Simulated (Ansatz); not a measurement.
**Relaxation of the atoms of InBi (C2/c, 4 atoms in the cell) at several settings**

```
InBi
1.0
    3.85089    -2.81418     0.00000
    3.85089     2.81418     0.00000
   -1.39773     0.00000     8.31685
In Bi
2 2
Direct
  0.00000   0.50000   0.00000
  0.50000   0.00000   0.50000
  0.58160   0.41840   0.25000
  0.41840   0.58160   0.75000
```

Base: PBE run with Ansatz (a program for electronic structure). Its settings: basis.ecutwfc = 420 eV; kpoints.mp_grid.grid = 6 6 4; hamiltonian.xc = pbe; hamiltonian.pseudopotentials = {kind: paw} (the program's default PAW files); scf.occupations.method = fermi_dirac; scf.occupations.width = 0.1 eV. Starting volume 45.07 Å³ per atom.

Each line gives the change from the base single point and the result:

- atoms moved at random; relax: default → atoms; relax.f_tol: default → 0.1 eV/Å: pressure -2.82 GPa; largest force (vector length) 0.013 eV/Å; relaxation steps 3; free energy against the base single point -9.5 meV/atom.
- atoms moved at random; relax: default → atoms; relax.f_tol: default → 0.005 eV/Å: pressure -2.80 GPa; largest force (vector length) 0.001 eV/Å; relaxation steps 4; free energy against the base single point -9.6 meV/atom.
- atoms moved at random; scf.convergence.dr2_threshold: default (1e-07 eV) → 0.001 eV; relax: default → atoms; relax.f_tol: default → 0.03 eV/Å: pressure -2.82 GPa; largest force (vector length) 0.011 eV/Å; relaxation steps 3; free energy against the base single point -9.5 meV/atom.

The starting cell was generated: these elements placed on a structure prototype, without a prior relaxation; it need not be a known phase or ordering of this composition. Ansatz's pressure includes its estimate of the finite-basis (Pulay) stress.

Keys are those of Ansatz 0.2.
